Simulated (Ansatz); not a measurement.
**What uniaxial strain ε_xx = −1.80 % does to SnO2**

Base system: SnO$_{2}$ in the rutile structure (space group P4_2/mnm, No. 136; a = 4.769 Å, c = 3.212 Å). Axes: x, y, z lie along a, b, c of the conventional cell.

One thing is altered: uniaxial strain ε_xx = −1.80 %, all other strain components held at zero, atoms relaxed at fixed cell.

Level of theory: DFT with PBEsol, PAW potentials and a 420 eV plane-wave cutoff in Ansatz (a first-principles code), no SOC. k-mesh 7×7×10 (Γ-centred); smearing 0.05 eV (Fermi–Dirac).

The shortest interatomic distance falls by 0.037 bohr to 3.867 bohr and the energy rises by 2.9 meV/atom. The pressure (mean of the normal stresses, compression positive) goes from zero to 3.36 GPa and the band gap rises by 0.18 eV (0.92 eV → 1.10 eV). The gap character remains direct at Γ and the electron mass goes from 0.17 mₑ along c, 0.19 mₑ across (at Γ) to 0.18 mₑ along z, 0.20 mₑ across (at Γ). The hole mass goes from 1.7 mₑ along c, 1.3 mₑ across (at Γ) to 1.6 mₑ along x, 1.1 mₑ along y, 1.8 mₑ along z (at Γ) and the valence-band top at Γ (three highest levels, from the VBM) changes from 0.00, -0.77, -0.77 eV to 0.00, -0.73, -0.80 eV. The largest internal atomic displacement comes out as 0.024 Å and the stress (xx, yy, zz, yz, xz, xy; compression positive) comes out as (4.25, 3.14, 2.69, 0.00, 0.00, 0.00) GPa.

Final structure:

```yaml
crystal:
  lattice:
    - [4.68333, 0.00000, 0.00000]
    - [0.00000, 4.76918, 0.00000]
    - [0.00000, 0.00000, 3.21200]
  atoms:
    - { symbol: Sn, position: [0.00000, 0.00000, 0.00000] }
    - { symbol: Sn, position: [0.50000, 0.50000, 0.50000] }
    - { symbol: O, position: [0.30242, 0.30969, 0.00000] }
    - { symbol: O, position: [0.80242, 0.19031, 0.50000] }
    - { symbol: O, position: [0.19758, 0.80969, 0.50000] }
    - { symbol: O, position: [0.69758, 0.69031, 0.00000] }
```

Cost of the whole job for the changed cell (relaxation, final SCF and bands): about 60 core-seconds (a rough figure).

Masses are band curvatures over ±0.01 Å⁻¹ around the edge. Stability against distortions was not tested. Labels are those of the standard path for the cell's own space group.
